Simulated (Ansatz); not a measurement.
## TiAl: biaxial strain −0.50 %, plane normal [001], relaxed out of plane

Base system: TiAl (space group P4/mmm, No. 123; a = 2.813 Å, c = 4.062 Å; relaxed with 0.1 eV smearing). Axes: x, y, z lie along a, b, c of the conventional cell.

Perturbation: biaxial strain −0.50 %, plane normal [001], relaxed out of plane (Cartesian); in-plane vectors clamped, the third vector and the atoms free.

All numbers come from plane-wave PAW DFT at the r2SCAN level (Ansatz, an electronic-structure program, 500 eV), without spin-orbit coupling. k-mesh 20×20×14 (Γ-centred); smearing 0.1 eV (Fermi–Dirac).

The volume per atom falls by 0.09 Å³, from 16.07 Å³ to 15.98 Å³ and the shortest interatomic distance drops by 0.014 Å to 2.799 Å. The pressure (mean of the normal stresses, compression positive) goes from zero to 0.7 GPa and the band gap remains zero. The out-of-plane strain amounts to +0.47 %.

Stability against distortions was not tested. The final runs are not spin-polarised.
